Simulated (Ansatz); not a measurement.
Consider Hf in the hcp (Mg type) structure (space group P6_3/mmc, No. 194; a = 3.204 Å, c = 5.073 Å; relaxed with 0.1 eV smearing). Axes: x lies along a and z along c of the hexagonal cell.

Level of theory: PBE/PAW in Ansatz (a quantum-chemistry and plane-wave program), scalar-relativistic without spin-orbit coupling.

Perturbation: every lattice vector is stretched by 1.50 %; the atoms relax in the strained cell.

Predict the stress tensor and what it implies for the stiffness.

Stress of the strained cell less that of the base (GPa, compression positive):
```
   -4.4     0.0     0.0
    0.0    -4.4     0.0
    0.0     0.0    -4.5
```

Then B = −ΔP/(ΔV/V₀) with ΔV/V₀ = 0.0457 gives secant stiffness values (nonlinear terms included at this strain): B (at held cell shape, above the free-shape value) ≈ 97 GPa.

As a check, the harmonic strain energy −½ V₀ Δσ:ε is 14 meV/atom; the computed energy rise is 15 meV/atom.

Whether these cells are dynamically stable was not tested. All final runs are without spin polarisation.
